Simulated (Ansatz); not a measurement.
Given:

```
CuI
1.0
    0.00000     2.89542     2.89542
    2.89542     0.00000     2.89542
    2.89542     2.89542     0.00000
Cu I
1 1
Direct
  0.00000   0.00000   0.00000
  0.25000   0.25000   0.25000
```

No spin polarisation.

Method: Ansatz (a program for electronic structure) PBEsol, no spin-orbit coupling. Settings: 10×10×10 k-points, 0.05 eV Fermi–Dirac smearing.

Question: Predict the band gap and electron mass.

Answer: 
```json
{
 "band_gap": "1.40 eV",
 "electron_mass": "0.15 mₑ (at Γ)"
}
```

With I present, leaving out spin-orbit coupling can change the band edges. The cells carry an imposed strain or load. Masses are band curvatures over ±0.01 Å⁻¹ around the edge. Stability against distortions was not tested. All final runs are without spin polarisation. The cell was made from CuI in the zinc blende structure (space group F-43m, No. 216) by this change: isotropic strain −2.50 %.
